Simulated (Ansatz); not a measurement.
Results of PBEsol in Ansatz (PAW) for hexagonal WC.

Run with plane-wave cutoff 520 eV, 24×24×20 k mesh (along the axes of the cell as run), Fermi–Dirac smearing 0.05 eV, no spin polarisation, scalar-relativistic PAW data made under PBE.

The volume scan:

```tsv
V (Å³/atom)	E − E_lowest (meV/atom)
9.875	22.40
10.081	5.40
10.287	0.00
10.493	5.04
10.698	19.48
```

Q: Estimate the bulk modulus and its pressure derivative from these points.

A: V0 = 10.287 Å³/atom, B0 = 406 GPa, B′ = 4.2 (fit to the energies at full precision).

Shape and atoms are relaxed at each volume.

Measured, for comparison: bulk modulus 384 ± 0.8 GPa (room temperature, not corrected to a static lattice, adiabatic, ultrasonic, our sources range from 377 to 412; as tabulated in Compression behavior of WC and WC-6%Co up to 50 GPa (OSTI 1006718)). Computed (rounded) less measured: bulk modulus +6 % (inside the range of the sources held).

Note: the bulk modulus comes from volumes at which shape and atoms were relaxed.

Spin–orbit coupling is not included.

Ansatz is a quantum-chemistry and plane-wave program.
